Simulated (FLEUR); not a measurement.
FLEUR run on MoIr₃ (P6_3/mmc, 8 atoms in the cell): self-consistent single point.

Method: LDA (Perdew-Zunger), all-electron FLAPW (FLEUR), scalar-relativistic valence.

The change in words: lattice scaled by 0.98. Reference geometry:
```
CELL_PARAMETERS angstrom
      5.48700     0.00000     0.00000
     -2.74350     4.75188     0.00000
      0.00000     0.00000     4.38500
ATOMIC_POSITIONS crystal
  Ir 0.83300 0.66600 0.25000
  Ir 0.16700 0.83300 0.75000
  Ir 0.33400 0.16700 0.25000
  Ir 0.16700 0.33400 0.75000
  Ir 0.83300 0.16700 0.25000
  Ir 0.66600 0.83300 0.75000
  Mo 0.33333 0.66667 0.25000
  Mo 0.66667 0.33333 0.75000
```

Reference input (self-consistent single point, DFT, LDA (Perdew-Zunger), all-electron FLAPW (FLEUR), scalar-relativistic valence): Kmax = 4.2 1/bohr; GmaxXC = 14.7 1/bohr; xcFunctional = pz; jspins = 1; l_soc = F; mode = gauss; fermiSmearingEnergy = 0.00999582 Htr; mesh (inpgen div1-3) = 5 5 5; inpgen gamma flag = false; Gmax = 14.7 1/bohr; numbands = 0; maxIterBroyd = 40. This run's input differs from it in these lines:

```diff
@@ -3,6 +3,6 @@
 &input film=f /
-1.0000000000 0.0000000095 0.0000000000
--0.5000000083 0.8660253990 0.0000000000
-0.0000000000 0.0000000000 0.7991616877
-10.3689268197
+1.0000000000 0.0000000190 0.0000000000
+-0.5000000165 0.8660253943 0.0000000000
+0.0000000000 0.0000000000 0.7991617203
+10.1615478687
 1.0 1.0 1.0
@@ -50,5 +50,5 @@
          <bravaisMatrix>
-            <row-1>   10.3689268197000004     0.0000000985048048     0.0000000000000000</row-1>
-            <row-2>   -5.1844634959120928     8.9797539862324935     0.0000000000000000</row-2>
-            <row-3>    0.0000000000000000     0.0000000000000000     8.2864490568692446</row-3>
+            <row-1>   10.1615478686999996     0.0000001930694095     0.0000000000000000</row-1>
+            <row-2>   -5.0807741020155399     8.8001584996892426     0.0000000000000000</row-2>
+            <row-3>    0.0000000000000000     0.0000000000000000     8.1207200756610902</row-3>
          </bravaisMatrix>
```

Output, abridged:

```
 Iteration:     1   Distance:      21.00408057 me/bohr^3
 Iteration:     2   Distance:      17.38924225 me/bohr^3
 Iteration:     3   Distance:      12.13230066 me/bohr^3
 Iteration:     4   Distance:      14.55650503 me/bohr^3
 Iteration:     5   Distance:       6.29021947 me/bohr^3
   [... 11 lines left out ...]
 Iteration:    17   Distance:       0.00007647 me/bohr^3
 Iteration:    18   Distance:       0.00007301 me/bohr^3
 Iteration:    19   Distance:       0.00001243 me/bohr^3
 Iteration:    20   Distance:       0.00000102 me/bohr^3
 Reset of history
 Run finished successfully
 Stop message:
   Structural relaxation: new displacements generated

[file out, last iteration]
             iter=     21
[...]
          total density-effective poten   -2.0078661825E+05
          total charge density-energy d   -2.2743753611E+03
 Updated energy parameters for spin:           1
[...]
 fermi energy and band-weighting factors:
   [... 9 lines left out ...]

[...]
FERMIE:
          first approx. to ef    (T=0)  :   0.710167 htr   (energy of the highest occ. eigenvalue)
          number of occ. states  (T=0)  :        879
          first approx. to seigv (T=0)  : -17.630141 htr
          sum of weights of occ. states :  59.080000
          sum of semicore charge        :   0.000000 e
          fermi energy=   0.71029 har   work function= -19.32805 ev
   [... lines left out ...]
          total moment                 =     0.00000
 Direct bandgap for spin            1 :    3.9630961655771069E-003  Htr
 ---->    free energy=                   -115179.5923184335 htr
   [... lines left out ...]
      extrapolation for T->0
 ---->    total electron energy=         -115179.5923184335 htr
 ***** TOTAL FORCES ON ATOMS *****
 TOTAL FORCE FOR ATOM TYPE=  1  X=  0.000   Y= -2.939   Z=  2.030
                       FX_TOT= 0.000000 FY_TOT= 0.003787 FZ_TOT= 0.000000
 TOTAL FORCE FOR ATOM TYPE=  2  X=  5.081   Y= -2.933   Z=  2.030
                       FX_TOT= 0.000000 FY_TOT= 0.000000 FZ_TOT= 0.000000
```

The run converged in 20 iterations. FLEUR gives forces in its relaxation mode, with a further iteration, so its stop message speaks of a relaxation. Against the reference run the total energy rises by 26.8 meV/atom and the largest force goes from 0.175 to 0.195 eV/Å.

The starting cell comes from a database of published, mostly measured structures (it also holds non-ambient and calculated ones), without a prior relaxation at this level. For this run, on top of that: lattice scaled by 0.98. Spin-orbit coupling is off. Spin polarisation is off. Values depend on the basis (sphere radii, cutoffs, local orbitals), which need not be converged. The log's line on a gap gives a spacing of levels on this mesh, which the program prints for metals too.

Cost on one core of a shared machine: roughly 7 min.
